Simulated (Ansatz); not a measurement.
Input and output of a self-consistent single point for Na2H4Pd (I4mm, 7 atoms in the cell) (Ansatz, a program for electronic structure).

Method: LDA (PW92), default PAW files made with PBE (plane waves; Ansatz).

The change in words: lattice scaled by 0.98; basis.ecutwfc: 420 eV → 460 eV. Reference geometry:
```
Na2H4Pd
1.0
   -2.65012     2.65012     3.25943
    2.65012    -2.65012     3.25943
    2.65012     2.65012    -3.25943
Na H Pd
2 4 1
Direct
  0.75000   0.25000   0.50000
  0.25000   0.75000   0.50000
  0.22018   0.22018   0.44036
  0.77982   0.77982   0.55964
  0.22018   0.77982   0.00000
  0.77982   0.22018   0.00000
  0.00767   0.00767   0.00000
```

Reference input (self-consistent single point, DFT, LDA (PW92), plane waves, default PAW files made with PBE): basis.ecutwfc = 420 eV; kpoints.mp_grid.grid = 7 7 7; hamiltonian.xc = lda; hamiltonian.pseudopotentials = {kind: paw} (the program's default PAW files); scf.occupations.method = fixed. This run's input differs from it in these lines:

Ansatz 0.2 input:
```diff
@@ -2,5 +2,5 @@
   lattice:
-    - [-2.65012000, 2.65012000, 3.25943100]
-    - [2.65012000, -2.65012000, 3.25943100]
-    - [2.65012000, 2.65012000, -3.25943100]
+    - [-2.59711800, 2.59711800, 3.19424200]
+    - [2.59711800, -2.59711800, 3.19424200]
+    - [2.59711800, 2.59711800, -3.19424200]
   atoms:
@@ -14,3 +14,3 @@
 basis:
-  ecutwfc: 420.0
+  ecutwfc: 460.0
 kpoints:
```

The program printed (abridged):

```
SCF iter   1: F=—  HF=-9842.210230 eV  |F-HF|=—  |Δ(HF+E_count)|=         —  Δρ=1.11e-2  dr2=6.75e-2  ethr=1.77e-3  ⟨swp⟩=4.7  Hψ=3852  notcnv=0  defer=189
all-band conjugate gradients solve this SCF's bands
preconditioner: auto → none
SCF iter   2: F=—  HF=-9842.183925 eV  |F-HF|=—  |Δ(HF+E_count)|=   2.63e-2  Δρ=3.83e-3  dr2=8.95e-3  ethr=1.69e-4  ⟨swp⟩=2.8  Hψ=2148  notcnv=0  defer=200
SCF iter   3: F=—  HF=-9842.184342 eV  |F-HF|=—  |Δ(HF+E_count)|=   4.17e-4  Δρ=3.62e-3  dr2=1.53e-2  ethr=2.24e-5  ⟨swp⟩=2.7  Hψ=1779  notcnv=0  defer=200
SCF iter   4: F=—  HF=-9842.181157 eV  |F-HF|=—  |Δ(HF+E_count)|=   3.19e-3  Δρ=4.94e-4  dr2=8.10e-5  ethr=2.24e-5  ⟨swp⟩=2.0  Hψ=1389  notcnv=0  defer=200
SCF iter   5: F=—  HF=-9842.181148 eV  |F-HF|=—  |Δ(HF+E_count)|=   9.07e-6  Δρ=1.14e-4  dr2=3.37e-6  ethr=2.02e-7  ⟨swp⟩=2.9  Hψ=1781  notcnv=0  defer=129
SCF iter   6: F=—  HF=-9842.181147 eV  |F-HF|=—  |Δ(HF+E_count)|=   1.81e-7  Δρ=1.75e-5  dr2=2.26e-7  ethr=8.42e-9  ⟨swp⟩=2.0  Hψ=1589  notcnv=0  defer=133
SCF iter   7: F=-9842.181147 eV  HF=-9842.181147 eV  |F-HF|=1.36e-9  |Δ(HF+E_count)|=   3.30e-8  Δρ=4.48e-6  dr2=1.09e-8  ethr=2.50e-10  ⟨swp⟩=9.6  Hψ=5128  notcnv=0
SCF 1 converged in 7 iterations: F = -9842.181147 eV  dr2 = 1.09e-8
Free energy (F): -9842.181147 eV
Internal energy: -9842.181147 eV  (E = F + TS)
E sigma→0 (E₀):  -9842.181147 eV
Fermi energy:    2.703889 eV
--- Forces (eV/Å), atoms counted from 1 ---
  atom   1  Na     0.00000000    -0.00000000     0.02788893
  atom   2  Na    -0.00000000     0.00000000     0.02788893
  atom   3  H      0.17392142     0.17392142     0.07540324
  atom   4  H     -0.17392142    -0.17392142     0.07540324
  atom   5  H     -0.17392142     0.17392142     0.07540324
  atom   6  H      0.17392142    -0.17392142     0.07540324
  atom   7  Pd    -0.00000000     0.00000000    -0.35736580
--- Stress (GPa, compression-positive) ---
        0.830949       0.000000       0.000000
        0.000000       0.830949      -0.000000
        0.000000      -0.000000      -0.303888
  P = ⅓ Tr σ = 0.4527 GPa (4.527 kbar)
  The stress holds the Pulay correction. Without it, at fixed plane waves, as pw.x and ABINIT print it: P = 0.4057 GPa
```

The run converged in 7 iterations. Against the reference run the free energy goes down by 5.7 meV/atom, the pressure goes from -2.41 to 0.45 GPa, the largest force goes from 0.379 to 0.357 eV/Å and the gap on the mesh goes from 2.240 to 2.254 eV.

The starting cell comes from a database of computed structures (which also holds hypothetical and non-ambient phases and stackings), without a prior relaxation at this level. Its lattice was rescaled by up to half a per cent. One atom was moved a little off its site on purpose. For this run, on top of that: lattice scaled by 0.98. Ansatz's pressure includes its estimate of the finite-basis (Pulay) stress.
